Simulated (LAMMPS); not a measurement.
LAMMPS 22 Jul 2025, classical MD, Tersoff (Ge.tersoff): Ge, 1728 atoms.

```json
{
  "task": "MD, nve",
  "potential": "Tersoff, Ge.tersoff",
  "copies_of_the_repeat_unit": "6×6×6",
  "shape (slab and sphere leave vacuum in the box)": "bulk",
  "temperature": "800 K",
  "steps": "4000",
  "timestep": "1 fs",
  "neighbor_skin": "2 Å",
  "neigh_modify": "every 1 delay 0 check yes",
  "thermo": "100",
  "newton": "on (default)",
  "atom_modify sort (bins of 2 Å where set)": "1000 (default)",
  "comm_style": "brick (default)",
  "box": "33.9 × 33.9 × 33.9 Å",
  "start": "generated diamond lattice, warmed in an untimed run",
  "compared_values": "energy and forces of the first step, drift over the run"
}
```

It runs on a single node (Arm Neoverse V2, 96 cores on 1 socket, no SMT, 1 L3 cache group).

Each set of copies ran two to five times on the otherwise empty node; times are medians from launch to the last exit. Unless noted, each process is bound to its own block of adjacent cores. Build: PyPI wheel: MPICH, OPENMP and OPT packages. Other compilers and libraries give other times. Scratch files lie in a memory file system. A preparatory run goes ahead and isn't timed.

Ways to fill 88 cores (the node offers 329 GiB):
- 88 copies of 1 rank
- 2 copies of 44 ranks
- 22 copies of 4 ranks
- 8 copies of 11 ranks
- 4 copies of 22 ranks
- 88 ranks
- 44 copies of 2 ranks

**Question.** Which packing maximises jobs per hour, and what does it cost in the time of one job?

**Answer.** 88 copies of 1 rank: 34000 jobs an hour; within 8 % of it: 44 copies of 2 ranks; 22 copies of 4 ranks. At the low end 88 ranks gives 7000. One job is done soonest with 88 ranks (0.52 s against 9.3 s).

```json
[
 {"way": "88 copies of 1 rank", "time till all copies end": "9.3 s", "jobs an hour": "34000", "memory in all, scratch files included": "1.1 GiB"},
 {"way": "44 copies of 2 ranks", "time till all copies end": "4.8 s", "jobs an hour": "33000", "memory in all, scratch files included": "1.2 GiB"},
 {"way": "22 copies of 4 ranks", "time till all copies end": "2.5 s", "jobs an hour": "32000", "memory in all, scratch files included": "1.2 GiB"},
 {"way": "8 copies of 11 ranks", "time till all copies end": "1.2 s", "jobs an hour": "23000", "memory in all, scratch files included": "1.2 GiB"},
 {"way": "4 copies of 22 ranks", "time till all copies end": "0.77 s", "jobs an hour": "19000", "memory in all, scratch files included": "1.2 GiB"},
 {"way": "2 copies of 44 ranks", "time till all copies end": "0.59 s", "jobs an hour": "12000", "memory in all, scratch files included": "1.2 GiB"},
 {"way": "88 ranks", "time till all copies end": "0.52 s", "jobs an hour": "7000", "memory in all, scratch files included": "1.2 GiB"}
]
```
